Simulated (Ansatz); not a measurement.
Consider Cs in the bcc (W type) structure (space group Im-3m, No. 229; a = 6.007 Å; relaxed with 0.1 eV smearing). Axes: x, y, z lie along the cube axes.

All numbers come from PBEsol in Ansatz (plane waves to 420 eV, PAW, no spin-orbit coupling).

For the base:

| Item | Result |
|---|---|
| Pressure | 0.0 GPa |

Perturbation: biaxial strain +3.00 %, plane normal [001], relaxed out of plane (Cartesian); in-plane vectors clamped, the third vector and the atoms free.

How does this affect the out-of-plane strain?

The out-of-plane strain amounts to -4.09 %.

How does this affect the pressure?

The pressure (mean of the normal stresses, compression positive) remains 0.0 GPa.

Stability against distortions was not tested. The final runs are not spin-polarised.

Ansatz is a quantum-chemistry and plane-wave program.
